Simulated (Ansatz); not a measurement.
System: GePbS₃ (P2₁/c, No. 14; cell taken from a computed entry). Method: PBE0 (PAW; Ansatz, a first-principles code).

Numerical settings: plane-wave cutoff 460 eV, 4×2×4 k mesh (along the axes of the cell as run), Fermi–Dirac smearing 0.01 eV, scalar-relativistic PAW data made under PBE.

Cell (relaxed with PBEsol):

```yaml
crystal:
  lattice:
    - [7.21365, 0.00000, -0.00654]
    - [0.00000, 10.31858, 0.00000]
    - [-1.79136, 0.00000, 6.58924]
  atoms:
    - { symbol: Ge, position: [0.17927, 0.20440, 0.50880] }
    - { symbol: Ge, position: [0.82073, 0.79560, 0.49120] }
    - { symbol: Ge, position: [0.82073, 0.70440, 0.99120] }
    - { symbol: Ge, position: [0.17927, 0.29560, 0.00880] }
    - { symbol: Pb, position: [0.36191, 0.91590, 0.22161] }
    - { symbol: Pb, position: [0.63809, 0.08410, 0.77839] }
    - { symbol: Pb, position: [0.63809, 0.41590, 0.27839] }
    - { symbol: Pb, position: [0.36191, 0.58410, 0.72161] }
    - { symbol: S, position: [0.26957, 0.00331, 0.58841] }
    - { symbol: S, position: [0.73043, 0.99669, 0.41159] }
    - { symbol: S, position: [0.73043, 0.50331, 0.91159] }
    - { symbol: S, position: [0.26957, 0.49669, 0.08841] }
    - { symbol: S, position: [0.44243, 0.32264, 0.58757] }
    - { symbol: S, position: [0.55757, 0.67736, 0.41243] }
    - { symbol: S, position: [0.55757, 0.82264, 0.91243] }
    - { symbol: S, position: [0.44243, 0.17736, 0.08757] }
    - { symbol: S, position: [0.98156, 0.21787, 0.18979] }
    - { symbol: S, position: [0.01844, 0.78213, 0.81021] }
    - { symbol: S, position: [0.01844, 0.71787, 0.31021] }
    - { symbol: S, position: [0.98156, 0.28213, 0.68979] }
```

Problem. What does this level give for the band gap and smallest direct gap on the k points sampled?

Solution. 
band gap: 3.27 eV
smallest direct gap on the k points sampled: 3.48 eV

Note: cell and atoms aren't relaxed at this level (largest force component 0.33 eV/Å, pressure 0.8 GPa).

Spin–orbit coupling is not included; with these elements it can move the gap by several tenths of an eV or more.

Computed values are for the static lattice.

It cost very roughly 70 core-minutes of CPU time.
